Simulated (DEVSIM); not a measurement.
Structure: Schottky contact on n-type β-Ga2O3, at 400 K.

Layer 1 from the left is β-Ga2O3, thickness (μm) 14.0, Nd (cm⁻³) 1.5e17, τn (s) 4.2e-10, τp (s) 4.2e-10. Layer 2 from the left is β-Ga2O3, thickness (μm) 1.30, Nd (cm⁻³) 9.7e17, τn (s) 4.2e-10, τp (s) 4.2e-10.

Left contact: Schottky, work function 5.63 eV, emission velocity 5.4e6 cm/s. Right contact: ohmic. Voltage is applied to the left contact. Recombination: SRH at mid-gap, radiative. Mobility is μmin + (μ − μmin)/(1 + (N/Nref)^α).

The device is made up for the run: typed textbook-type constants, with dimensions and the other settings drawn at random. Values at 300 K; Nc and Nv go as T^1.5, mobilities as T to minus their exponent, the gap by Varshni's rule with the affinity fixed.

β-Ga2O3: gap (eV) 4.8, affinity (eV) 4, permittivity 10, Nc (cm⁻³) 3.7e18, Nv (cm⁻³) 5e20, μn (cm²/Vs) 160, μp (cm²/Vs) 1, μn,min 20, μp,min 0.1, Nref,n 1e18, Nref,p 1e18, αn 0.8, αp 0.8, T exponent of μn 1.8, T exponent of μp 1.5, B (cm³/s) 1e-12, Varshni α (eV/K) 0.0004, Varshni β (K) 600.

DEVSIM, 1D drift-diffusion, Boltzmann statistics, complete ionisation; no tunnelling, impact ionisation, image-force lowering or self-heating. Metal contacts follow the ideal Schottky-Mott rule: no Fermi-level pinning, no interface dipoles.

Dark forward current:

| |V| (V) | |J| (A/cm²) |
|---|---|
| 0.10 | 1.976e-13 |
| 0.15 | 8.769e-13 |
| 0.20 | 3.763e-12 |
| 0.25 | 1.602e-11 |
| 0.30 | 6.806e-11 |
| 0.35 | 2.890e-10 |
| 0.40 | 1.226e-9 |
| 0.45 | 5.203e-9 |
| 0.50 | 2.206e-8 |
| 0.55 | 9.351e-8 |
| 0.60 | 3.962e-7 |
| 0.65 | 1.677e-6 |
| 0.70 | 7.097e-6 |
| 0.75 | 3.001e-5 |
| 0.80 | 0.0001267 |
| 0.85 | 0.0005347 |
| 0.90 | 0.002253 |
| 0.95 | 0.009473 |
| 1.00 | 0.03973 |
| 1.05 | 0.1658 |
| 1.10 | 0.6841 |
| 1.15 | 2.721 |
| 1.20 | 9.709 |
| 1.25 | 27.54 |
| 1.30 | 58.92 |
| 1.35 | 101.0 |

Problem. Work out the local ideality factor n = ΔV / (kT/q · ln(J2/J1)) between the rows 0.15 and 0.20 V, 1.30 and 1.35 V.

Solution. kT/q = 34.47 mV. From 0.15 to 0.20 V: ln(3.763e-12/8.769e-13) = 1.457, n = 1.00, near the 1 of diffusion or emission over a barrier. From 1.30 to 1.35 V: ln(101.0/58.92) = 0.539, n = 2.69; the layers' resistance at their doping, Σ W/(qμN) = 0.00074 Ω cm², would take 31 mV of this step of 50 mV.

Problem. Estimate the current at 0.65 V for emission alone, J0 = q v N_band exp(−φB/kT), and read the barrier back from the simulated current.

Solution. φB = 1.630 eV, N_band = 5.70e18 cm⁻³, J0 = 1.43e-14 A/cm²; J = J0 (exp(qV/kT) − 1) = 2.22e-6 A/cm². The simulation gives 1.68e-6 A/cm²; the estimate lies 32 % above. Read backwards, the simulated current gives an apparent barrier of 1.640 eV. The estimate leaves out transport through the depletion region and minority injection.
